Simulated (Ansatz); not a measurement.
How far PBE and PBEsol part for hypothetical CsCl type InP, uniaxial strain ε_yy = +1.17 %

The reference is InP in the CsCl type structure (space group Pm-3m, No. 221; a = 3.4494 Å; a hypothetical phase, not in the database extracts checked; relaxed with 0.1 eV smearing). Axes: x, y, z lie along the cube axes.

(Cell as relaxed with PBE.)

Levels (all Ansatz, an electronic-structure program, PAW): PBE (420 eV, scalar-relativistic without spin-orbit coupling); PBEsol (420 eV, scalar-relativistic without spin-orbit coupling).

Each level relaxes its own structure.

| base | PBE | PBEsol |
|---|---|---|
| volume per atom | 20.52 Å³ | 19.44 Å³ |
| lattice parameter a | 3.449 Å | 3.388 Å |
| band gap | zero | zero |

Perturbation: the cell is stretched by 1.17 % along y with no lateral relaxation; the atoms relax in the strained cell.

```json
[
 {"quantity": "shortest interatomic distance", "PBE": "2.999 Å", "PBEsol": "2.946 Å"},
 {"quantity": "stress (xx, yy, zz, yz, xz, xy; compression positive)", "PBE": "(-0.7, -0.8, -0.7, 0.0, 0.0, 0.0) GPa", "PBEsol": "(-0.8, -0.9, -0.8, 0.0, 0.0, 0.0) GPa"},
 {"quantity": "energy relative to the base (free energy F)", "PBE": "+0.6 meV/atom", "PBEsol": "+0.7 meV/atom"},
 {"quantity": "band gap", "PBE": "zero", "PBEsol": "zero"}
]
```

PBE's shortest interatomic distance lies 0.053 Å above PBEsol's (1.8 %); the two agree on the band gap. Neither level is exact; PBEsol is the comparison here, not a measurement.

No phonon test of stability was made. The final runs are not spin-polarised.
